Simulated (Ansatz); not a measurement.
Candidates (primitive cells; geometry: cell and atoms relaxed with r2SCAN):
A. InP (F-43m), a = b = c = 4.1770 Å, α = β = γ = 60.00°
B. AlN (P6_3mc), a = b = 3.1065 Å, c = 4.9782 Å, α = β = 90.00°, γ = 120.00°
C. BP (F-43m), a = b = c = 3.2077 Å, α = β = γ = 60.00°
D. ZnSe (F-43m), a = b = c = 4.0063 Å, α = β = γ = 60.00°
E. ZnS (F-43m), a = b = c = 3.8115 Å, α = β = γ = 60.00°

**Question.** Order them by Seebeck coefficient, n-type 1e19 cm⁻³ (lowest first) at the level r2SCAN with spin-orbit coupling, rigid bands (Ansatz, a first-principles code).

**Answer.** C (-336 μV/K), B (-159 μV/K), E (-116 μV/K), D (-81 μV/K), A (-56 μV/K)

Seebeck coefficients are for the stated density at 300 K, with one relaxation time for all states and whether or not that doping can be reached.
